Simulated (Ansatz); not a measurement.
## Effect of Cu → Be on GaCuSe2

Take GaCuSe2 in the chalcopyrite structure (space group I-42d, No. 122; a = 5.608 Å, c = 11.098 Å) as the base.

It is then changed as follows: full substitution Cu → Be, then cell and atoms are relaxed.

Method: r2SCAN (Ansatz, a program for electronic structure; PAW; 500 eV plane waves; without spin-orbit coupling). Settings: 12×12×12 k-points, 0.05 eV Fermi–Dirac smearing, for the changed cell.

The volume per atom grows by 0.04 Å³ to 21.86 Å³ and the density decreases by 1.05 g/cm³ (5.54 g/cm³ → 4.49 g/cm³). The lattice parameter a grows by 0.254 bohr (10.598 bohr → 10.852 bohr) and the c/a ratio drops by 0.132 (1.979 → 1.847). The space group stays I-42d (No. 122) and the shortest interatomic distance decreases by 0.3133 bohr to 4.237 bohr. The band gap becomes zero (base: 0.57 eV).

Whether these cells are dynamically stable was not tested. As relaxed here, BeGaSe2 is a hypothetical phase, not in the database extracts checked. The final runs are not spin-polarised.
